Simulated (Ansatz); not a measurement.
# Ca$_{2}$Si (space group Fm-3m, No. 225; a model cell, its experimental status unchecked)

Ca2Si has the cubic space group Fm-3m (No. 225), Pearson symbol cF12. Conventional cell: a = b = c = 7.160 Å, α = β = γ = 90.00°. Si on 4a is coordinated by 8 Ca at 3.100 Å (cubic). Ca on 8c has 4 Si at 3.100 Å (tetrahedral). (Neighbours: up to the widest gap in distance over summed covalent radii, below 1.35, at either atom; cation-cation and far metal-metal contacts left out.)
(The calculation used a cell of 3 atoms; values per cell refer to that cell.)

Calculations: Ansatz (a first-principles code) r2SCAN, scalar-relativistic without spin-orbit coupling. Settings: 8×8×8 k-points, 0.05 eV Fermi–Dirac smearing.

```json
{
  "volume_per_atom": "30.59 Å³",
  "density": "1.96 g/cm³",
  "band_gap": "0.78 eV, indirect, U → X",
  "electron_mass": "0.49 mₑ along k, 0.41 mₑ across",
  "Lowest conduction-band minima above the VBM": "X along ⟨100⟩ 0.78 eV",
  "total_energy": "-1428.016 eV/atom (σ→0; compares only within this code and set-up)"
}
```

Masses are band curvatures over ±0.01 Å⁻¹ around the edge. Along k means along the line from Γ to the band edge. No phonon test of stability was made.
